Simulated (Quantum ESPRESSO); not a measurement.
# One base run on Zn3Ni20B6 (Fm-3m, 29 atoms in the cell) and variants with one or two settings moved

```
CELL_PARAMETERS angstrom
      0.00000     5.19559     5.19559
      5.19559     0.00000     5.19559
      5.19559     5.19559     0.00000
ATOMIC_POSITIONS crystal
  Zn 0.25000 0.25000 0.25000
  Zn 0.75000 0.75000 0.75000
  Zn 0.00000 0.00000 0.00000
  Ni 0.00000 0.00000 0.66180
  Ni 0.00000 0.00000 0.33820
  Ni 0.66180 0.33820 0.00000
  Ni 0.33820 0.66180 0.00000
  Ni 0.66180 0.00000 0.00000
  Ni 0.33820 0.00000 0.00000
  Ni 0.00000 0.66180 0.33820
  Ni 0.00000 0.33820 0.66180
  Ni 0.00000 0.66180 0.00000
  Ni 0.00000 0.33820 0.00000
  Ni 0.33820 0.00000 0.66180
  Ni 0.66180 0.00000 0.33820
  Ni 0.38304 0.85088 0.38304
  Ni 0.61696 0.14912 0.61696
  Ni 0.61696 0.61696 0.61696
  Ni 0.38304 0.38304 0.38304
  Ni 0.85088 0.38304 0.38304
  Ni 0.14912 0.61696 0.61696
  Ni 0.61696 0.61696 0.14912
  Ni 0.38304 0.38304 0.85088
  B  0.72520 0.72520 0.27480
  B  0.27480 0.27480 0.72520
  B  0.27480 0.72520 0.72520
  B  0.72520 0.27480 0.27480
  B  0.72520 0.27480 0.72520
  B  0.27480 0.72520 0.27480
```

Base run A: PBEsol, PSlibrary PAW (PBE) pseudopotentials run with Quantum ESPRESSO 7.5, self-consistent single point.

Its settings: ecutwfc = 50 Ry; ecutrho = 350 Ry; occupations = smearing; smearing = gauss; degauss = 0.0147 Ry; input_dft = pbesol; K_POINTS = automatic 3 3 3 0 0 0; conv_thr = 1e-10 Ry; mixing_beta = 0.3.

The starting cell comes from a database of computed structures (which also holds hypothetical and non-ambient phases and stackings), without a prior relaxation at this level. Spin polarisation is off.

ΔF is the free energy per atom less that of run A. 

Run A gave: pressure (GPa) -1.82; largest force (eV/Å) 0.035; k-points 4.

Runs:
- B: lattice scaled by 1.015; ecutwfc: 50 Ry → 30 Ry; ecutrho: 350 Ry → 210 Ry
- C: conv_thr: 1e-10 Ry → 7.3e-12 Ry
- D: smearing: gauss → mp; degauss: 0.0147 Ry → 0.02205 Ry
- E: nbnd: default → 159
- F: degauss: 0.0147 Ry → 0.002205 Ry; K_POINTS: automatic 3 3 3 0 0 0 → automatic 4 4 4 0 0 0
- G: mixing_beta: 0.3 → 0.5; mixing_mode: default → TF
- H: diago_david_ndim: default → 3
- I: mixing_ndim: default → 6

Problem. What does run B change against A?

Solution. The free energy rises by 213 meV/atom, the pressure goes from -1.82 to -33.52 GPa and the largest force goes from 0.035 to 0.101 eV/Å.

Problem. What does run D change against A?

Solution. The free energy goes up by 8.6 meV/atom, the pressure goes from -1.82 to -2.07 GPa and the largest force goes from 0.035 to 0.057 eV/Å.

| run | ΔF (meV/atom) | pressure (GPa) | largest force (eV/Å) | k-points |
|---|---|---|---|---|
| A | 0.00 | -1.82 | 0.035 | 4 |
| B | 212.7 | -33.52 | 0.101 | 4 |
| C | 0.00 | -1.82 | 0.035 | 4 |
| D | 8.6 | -2.07 | 0.057 | 4 |
| E | 0.00 | -1.82 | 0.035 | 4 |
| F | 5.3 | -1.82 | 0.038 | 8 |
| G | 0.00 | -1.83 | 0.035 | 4 |
| H | 0.00 | -1.83 | 0.035 | 4 |
| I | 0.00 | -1.83 | 0.035 | 4 |
